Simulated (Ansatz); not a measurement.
System: Ge3N4 (P31c, No. 159; cell taken from a computed entry). Method: PBEsol in Ansatz (plane waves, PAW).

Run with plane-wave cutoff 520 eV, 6×6×6 k mesh, scalar-relativistic PAW data made under PBE.

Cell (relaxed at this level):

```
Ge3N4
1.0
    8.23033     0.00000     0.00000
   -4.11516     7.12767     0.00000
    0.00000     0.00000     5.95158
Ge N
12 16
Direct
  0.16793   0.25335   0.02384
  0.74665   0.91458   0.02384
  0.08542   0.83207   0.02384
  0.25335   0.16793   0.52384
  0.91458   0.74665   0.52384
  0.83207   0.08542   0.52384
  0.48928   0.57206   0.72704
  0.42794   0.91722   0.72704
  0.08278   0.51072   0.72704
  0.57206   0.48928   0.22704
  0.91722   0.42794   0.22704
  0.51072   0.08278   0.22704
  0.67933   0.99623   0.77011
  0.00377   0.68309   0.77011
  0.31691   0.32067   0.77011
  0.99623   0.67933   0.27011
  0.68309   0.00377   0.27011
  0.32067   0.31691   0.27011
  0.61264   0.65682   0.99908
  0.34318   0.95582   0.99908
  0.04418   0.38736   0.99908
  0.65682   0.61264   0.49908
  0.95582   0.34318   0.49908
  0.38736   0.04418   0.49908
  0.00000   0.00000   0.02524
  0.00000   0.00000   0.52524
  0.66667   0.33333   0.16453
  0.33333   0.66667   0.66453
```

**Question.** Predict the Voigt–Reuss–Hill bulk modulus, polycrystal shear modulus (Hill average), Young modulus and Poisson ratio.

**Answer.** 
- Voigt–Reuss–Hill bulk modulus: 174 GPa
- polycrystal shear modulus (Hill average): 90.3 GPa
- Young modulus: 231 GPa
- Poisson ratio: 0.279

Note: the relaxation could not lower the start's symmetry, so the cell can be a saddle point above a distorted one.

Elastic constants are with the ions relaxed.

Computed values are for the static lattice.

It cost very roughly 6 core-hours of CPU time.

Ansatz is a quantum-chemistry and plane-wave program.
